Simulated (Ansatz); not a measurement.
The reference is MoSi2 (space group I4/mmm, No. 139; a = 3.174 Å, c = 7.779 Å; relaxed with 0.1 eV smearing). Axes: x, y, z lie along a, b, c of the conventional cell.

Level of theory: Ansatz (an electronic-structure program) LDA, without spin-orbit coupling.

Before the change:

Shortest interatomic distance: 2.564 Å

The change: the cell is stretched by 3.00 % along z with no lateral relaxation, atoms relaxed at fixed cell.

**Question.** What does the calculation give for the stress after the change?

**Answer.** The stress (xx, yy, zz, yz, xz, xy; compression positive) comes out as (-2.8, -2.8, -13.8, 0.0, 0.0, 0.0) GPa.

**Question.** What happens to the energy relative to the base?

**Answer.** The energy goes up by 18 meV/atom.

**Question.** Predict the new shortest interatomic distance.

**Answer.** The shortest interatomic distance grows by 0.036 Å, from 2.564 Å to 2.600 Å.

The cells carry an imposed strain or load. No phonon test of stability was made. All final runs are without spin polarisation.
